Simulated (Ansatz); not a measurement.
## A computed series for hypothetical fluorite TaGe2: pressure series

Consider TaGe₂ in the fluorite structure (space group Fm-3m, No. 225; a = 6.189 Å; a hypothetical phase, not in the database extracts checked).

Cell and atoms are relaxed at each pressure.

All numbers come from PBEsol (Ansatz, a program for electronic structure), scalar-relativistic without spin-orbit coupling.

Notes on the quantities. enthalpy: H = E + PV relative to the base's energy.

```json
[
 {"case": "base", "enthalpy": "–", "density": "9.14 g/cm³"},
 {"case": "pressure −2 GPa", "enthalpy": "-0.25 eV/atom", "density": "8.97 g/cm³"},
 {"case": "pressure −1 GPa", "enthalpy": "-0.12 eV/atom", "density": "9.06 g/cm³"},
 {"case": "pressure 3 GPa", "enthalpy": "+0.36 eV/atom", "density": "9.38 g/cm³"},
 {"case": "pressure 7 GPa", "enthalpy": "+0.84 eV/atom", "density": "9.67 g/cm³"},
 {"case": "pressure 15 GPa", "enthalpy": "+1.75 eV/atom", "density": "10.17 g/cm³"},
 {"case": "pressure 30 GPa", "enthalpy": "+3.34 eV/atom", "density": "10.98 g/cm³"},
 {"case": "pressure 50 GPa", "enthalpy": "+5.31 eV/atom", "density": "11.88 g/cm³"},
 {"case": "pressure 75 GPa", "enthalpy": "+7.59 eV/atom", "density": "12.81 g/cm³"},
 {"case": "pressure 100 GPa", "enthalpy": "+9.73 eV/atom", "density": "13.60 g/cm³"}
]
```

Load acts through the strain it causes; cell and atoms are relaxed under it. Whether these cells are dynamically stable was not tested. No other phases were tried under pressure. The final runs are not spin-polarised. An odd electron count without spin: TaGe2. TaGe2 has a high density of states at the Fermi level and may be magnetic at this level.
